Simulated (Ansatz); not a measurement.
ZnSiP2, pressure series

Take ZnSiP2 in the chalcopyrite structure (space group I-42d, No. 122; a = 5.353 Å, c = 10.445 Å) as the base.

Cell and atoms are relaxed at each pressure.

Method: PBEsol (Ansatz, a first-principles code, PAW, without spin-orbit coupling).

Candidates:
(a) pressure 4.5 GPa
(b) pressure 9 GPa
(c) pressure 30 GPa
(d) pressure −2 GPa

Before the change:

| Quantity | Value |
|---|---|
| Band gap | 1.16 eV |

Problem. Order them by band gap, lowest first.

Solution. (c) pressure 30 GPa (0.59 eV), (b) pressure 9 GPa (0.96 eV), (a) pressure 4.5 GPa (1.05 eV), (d) pressure −2 GPa (1.21 eV)

Load acts through the strain it causes; cell and atoms are relaxed under it. Whether these cells are dynamically stable was not tested. Competing high-pressure phases were not computed.
